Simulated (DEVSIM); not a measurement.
Device: Ru/Al2O3/SiO2/p-Si capacitor, at 400 K.

```tsv
layer (left to right)	material	thickness (nm)	Na (cm⁻³)
1	Al2O3	4.50	-
2	SiO2	0.930	-
3	Si	340	2.9e18
```

Metal gate on the left, work function 4.7 eV. Fixed charge at the semiconductor interface 4.2e10 cm⁻² (in units of +e); no interface traps.

This is a model device: material constants are rounded textbook-type values typed into the input, and sizes, dopings and lifetimes were drawn at random. Values at 300 K; Nc and Nv go as T^1.5, mobilities as T to minus their exponent, the gap by Varshni's rule with the affinity fixed.

| parameter | Al2O3 | SiO2 | Si |
|---|---|---|---|
| gap (eV) | 6.8 | 9 | 1.124 |
| affinity (eV) | 1.35 | 0.9 | 4.05 |
| permittivity | 9 | 3.9 | 11.7 |
| Nc (cm⁻³) | - | - | 2.86e19 |
| Nv (cm⁻³) | - | - | 3.1e19 |
| Varshni α (eV/K) | - | - | 0.000473 |
| Varshni β (K) | - | - | 636 |

DEVSIM, 1D Poisson equation in equilibrium, Boltzmann statistics, complete ionisation; no quantum confinement or tunnelling. Metal contacts follow the ideal Schottky-Mott rule: no Fermi-level pinning, no interface dipoles.

Question: Tabulate band edges, carrier densities and field at 0.6 V on the gate.

Answer: Energies count from the Fermi level of the right contact; mesh points crowd at the junctions.

| x (μm) | Ec (eV) | Ev (eV) | n (cm⁻³) | p (cm⁻³) | field (V/cm) |
|---|---|---|---|---|---|
| 0.000 | 2.750 | -4.050 | < 1e2 | < 1e2 | 770000 |
| 0.0008275 | 2.814 | -3.986 | < 1e2 | < 1e2 | 770000 |
| 0.001930 | 2.899 | -3.901 | < 1e2 | < 1e2 | 770000 |
| 0.003138 | 2.993 | -3.807 | < 1e2 | < 1e2 | 770000 |
| 0.004362 | 3.088 | -3.712 | < 1e2 | < 1e2 | 770000 |
| 0.004899 | 3.620 | -5.380 | < 1e2 | < 1e2 | 1800000 |
| 0.005319 | 3.695 | -5.305 | < 1e2 | < 1e2 | 1800000 |
| 0.006631 | 0.632 | -0.465 | 4.8e11 | 6.7e13 | 550000 |
| 0.008604 | 0.731 | -0.365 | 2.7e10 | 1.2e15 | 460000 |
| 0.01222 | 0.868 | -0.229 | 5.1e8 | 6.3e16 | 300000 |
| 0.01885 | 0.979 | -0.117 | 2.0e7 | 1.6e18 | 67000 |
| 0.03700 | 1.000 | -0.097 | 1.1e7 | 2.9e18 | 120 |
| 0.06427 | 1.000 | -0.097 | 1.1e7 | 2.9e18 | ≈ 0 |
| 0.1143 | 1.000 | -0.097 | 1.1e7 | 2.9e18 | ≈ 0 |
| 0.2244 | 1.000 | -0.097 | 1.1e7 | 2.9e18 | ≈ 0 |
| 0.2799 | 1.000 | -0.097 | 1.1e7 | 2.9e18 | ≈ 0 |
| 0.3114 | 1.000 | -0.097 | 1.1e7 | 2.9e18 | ≈ 0 |
| 0.3274 | 1.000 | -0.097 | 1.1e7 | 2.9e18 | ≈ 0 |
| 0.3380 | 1.000 | -0.097 | 1.1e7 | 2.9e18 | ≈ 0 |
| 0.3419 | 1.000 | -0.097 | 1.1e7 | 2.9e18 | ≈ 0 |
| 0.3441 | 1.000 | -0.097 | 1.1e7 | 2.9e18 | ≈ 0 |
| 0.3454 | 1.000 | -0.097 | 1.1e7 | 2.9e18 | ≈ 0 |
